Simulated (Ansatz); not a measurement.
Where the default PAW files enter, the runs use the earlier of Ansatz's two default sets.

Crystal: CsCl (Pm-3m, CsCl type, 2 atoms a cell, 35.6 Å³ an atom); both levels run on this one cell.

Complex bands along the normal of (001) by Ansatz (plane waves, PAW, no spin-orbit coupling). r2SCAN gives a gap of 5.92 eV and a slowest mid-gap decay of 0.402 1/Å.

Q: What does PBE give on the same cell, and what does that do to the current through 2 nm?

A: Gap 5.20 eV, κ = 0.373 1/Å. The mid-gap transmission through 2 nm changes by exp(2 × 20 × (0.402 − 0.373)) = a factor of 3.2 against r2SCAN.

Ansatz is a first-principles code.
